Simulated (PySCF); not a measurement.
PySCF 2.14.0, PBE0/def2-svp, df: Ge(F)3(nBu) (CCC[CH2][Ge]([F])([F])[F]), 17 atoms. The geometry is a generated start, not checked to be a minimum at this level.

```yaml
task: energy
method: pbe0
basis: def2-svp
two_electron_scheme: density fitting
mol.max_memory: 3000 MB
mf.max_cycle: 100
mf.DIIS: CDIIS (default)
mf.conv_tol: 1e-09 (default)
mf.grids.level: 3 (default)
basis_functions: 175
grid_points: 208176
```

```xyz
17

C     -2.6639    -0.2434     0.0630
C     -1.3656    -0.1786    -0.7301
C     -0.1612    -0.0217     0.1967
C      1.1344     0.0487    -0.6003
Ge     2.7213     0.3115     0.5899
F      3.8634     1.5403     0.1615
F      2.3015     0.7549     2.2138
F      3.7713    -1.0407     0.8455
H     -3.5157    -0.3368    -0.6061
H     -2.7924     0.6570     0.6589
H     -2.6595    -1.0993     0.7338
H     -1.4027     0.6661    -1.4219
H     -1.2546    -1.0896    -1.3235
H     -0.2794     0.8876     0.7916
H     -0.1218    -0.8661     0.8891
H      1.3027    -0.8729    -1.1596
H      1.1221     0.8828    -1.3022
```

With the defaults (mf.diis = true, newton = off, mf.level_shift = 0, mf.damp = 0, mf.diis_start_cycle = 1, mf.diis_space = 8, mf.init_guess = minao, mf.diis_damp = 0) it converges in 12 Fock builds. One run each on 2 threads, 1 BLAS thread, with these changes:…
- mf.damp = 0.3, mf.diis_start_cycle = 4
- mf.diis_space = 12
- newton = Hessian by the SCF's own integrals
- mf.damp = 0.7, mf.diis_start_cycle = 8
- mf.diis = false
- mf.diis_space = 3
- mf.diis_damp = 0.3
- mf.level_shift = 1 Hartree
- mf.init_guess = mod_huckel

### Question
Which runs fail or end elsewhere than the default run?

### Answer
No convergence: mf.diis = false (the run ends without SCF convergence in 100 cycles). The rest reach the solution of the defaults.

```json
[
 {"setting": "the defaults", "Fock builds": "12", "end": "same solution"},
 {"setting": "mf.diis_damp = 0.3", "Fock builds": "12", "end": "same solution"},
 {"setting": "mf.diis_space = 12", "Fock builds": "12", "end": "same solution"},
 {"setting": "mf.diis_space = 3", "Fock builds": "13", "end": "same solution"},
 {"setting": "mf.damp = 0.7, mf.diis_start_cycle = 8", "Fock builds": "15", "end": "same solution"},
 {"setting": "mf.damp = 0.3, mf.diis_start_cycle = 4", "Fock builds": "15", "end": "same solution"},
 {"setting": "mf.init_guess = mod_huckel", "Fock builds": "15", "end": "same solution"},
 {"setting": "newton = Hessian by the SCF's own integrals", "Fock builds": "27", "end": "same solution"},
 {"setting": "mf.level_shift = 1 Hartree", "Fock builds": "31", "end": "same solution"},
 {"setting": "mf.diis = false", "Fock builds": "101", "end": "no convergence"}
]
```

Under newton the count holds the products with the orbital Hessian.
